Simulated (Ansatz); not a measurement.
A short convergence ladder for ZrMnF6 (I4mm, 8 atoms in the cell)

```xyz
8
Lattice="0.0000 4.1265 4.1265 4.1265 0.0000 4.1265 4.1265 4.1265 0.0000" Properties=species:S:1:pos:R:3 pbc="T T T"
Zr     4.1265     4.1265     4.1765
Mn     0.0000     0.0000     0.0000
F      2.1045     4.1265     4.1265
F      6.1485     4.1265     4.1265
F      4.1265     2.1045     4.1265
F      4.1265     6.1485     4.1265
F      4.1265     4.1265     2.1045
F      4.1265     4.1265     6.1485
```
Moments meant for the start (each program seeds them in its own way; μB, in the order of the atoms Zr Mn F F F F F F): 0.0 4.0 0.0 0.0 0.0 0.0 0.0 0.0.

Base method: PBEsol+U, default PAW files made with PBE (plane waves; Ansatz, a quantum-chemistry and plane-wave program).

Base settings: basis.ecutwfc = 420 eV; kpoints.mp_grid.grid = 4 4 4; hamiltonian.xc = pbesol; hamiltonian.pseudopotentials = {kind: paw} (the program's default PAW files); hamiltonian.hubbard.sites = [{species: Mn, l: d, u_eff: 3.9}] eV; hamiltonian.hubbard.projectors = ortho-atomic; magnetization.spin_polarized = true; scf.occupations.method = fermi_dirac; scf.occupations.width = 0.05 eV.

**The width of Fermi-Dirac smearing**

The mesh stays at the base's, so the ladder's end is converged at best in this setting alone.

Only quantities that move along the ladder and can be compared are tabulated.

These are the values that this program gave, and no reference: magnets with a U can end in a higher state.

```tsv
scf.occupations.width	free energy less the last step's (meV/atom)	pressure (GPa)	largest difference of a force vector from the last step's (eV/Å)	net moment (μB/atom)
1 eV	-108.95	0.77	0.738	0.581
0.5 eV	-3.21	-0.65	0.079	0.622
0.2 eV	0.00	-0.66	0.000	0.625
0.1 eV	0.00	-0.66	0.000	0.625
0.02 eV	0.00	-0.66	0.000	0.625
```

Widest scf.occupations.width that holds the free energy within 5 meV/atom of the last step, with all finer ones: 0.5 eV; the step before is off by 110 meV/atom.

Widest scf.occupations.width that holds the forces within 0.02 eV/Å of the last step, with all finer ones: 0.2 eV; the step before is off by 0.079 eV/Å.

Widest scf.occupations.width that holds the pressure within 0.1 GPa of the last step, with all finer ones: 0.5 eV; the step before is off by 1.4 GPa.

On the base run: the starting cell comes from a database of computed structures (which also holds hypothetical and non-ambient phases and stackings), without a prior relaxation at this level. Its lattice was rescaled by up to half a per cent. One atom was moved a little off its site on purpose. With one magnetic atom in the cell only a parallel order is possible. With U or open f shells several self-consistent states can exist. In the base run, forces exceed 1 eV/Å. Ansatz's pressure includes its estimate of the finite-basis (Pulay) stress.

Keys are those of Ansatz 0.2.
